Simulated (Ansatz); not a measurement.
# Hypothetical CsCl type TiAs under a change: biaxial strain −0.54 %, plane normal [001], relaxed out of plane

Base system: TiAs in the CsCl type structure (space group Pm-3m, No. 221; a = 3.184 Å; a hypothetical phase, not in the database extracts checked; relaxed with 0.1 eV smearing). Axes: x, y, z lie along the cube axes.

Perturbation: compressive biaxial strain of 0.54 % in the plane normal to [001], as in epitaxy on a mismatched substrate; the out-of-plane cell vector and the atoms relax.

Computed with DFT with r2SCAN, PAW potentials and a 500 eV plane-wave cutoff in Ansatz (a first-principles code), scalar-relativistic without spin-orbit coupling. Γ-centred 18×18×18 mesh, Fermi–Dirac width 0.1 eV.

* **Space group**: P4/mmm (No. 123) (base Pm-3m (No. 221))
* **Shortest interatomic distance**: 275.6 pm (base 275.7 pm)
* **Energy relative to the base (free energy F)**: +0.2 meV/atom
* **Pressure (mean of the normal stresses, compression positive)**: 0.3 GPa (base 0.0 GPa)
* **Band gap**: zero (base zero)
* **Out-of-plane strain**: +0.88 %
* **Mean in-plane stress (compression positive)**: +0.4 GPa

Final structure (turned so that z lies along the plane normal):

```
CELL_PARAMETERS angstrom
      3.16675     0.00000     0.00000
      0.00000     3.16675     0.00000
      0.00000     0.00000     3.21190
ATOMIC_POSITIONS crystal
  Ti 0.00000 0.00000 0.00000
  As 0.50000 0.50000 0.50000
```

Cost of the whole job for the changed cell (relaxation, final SCF and bands): roughly 90 core-seconds.

No phonon test of stability was made. The final runs are not spin-polarised. An odd electron count without spin: TiAs. TiAs has a high density of states at the Fermi level and may be magnetic at this level.
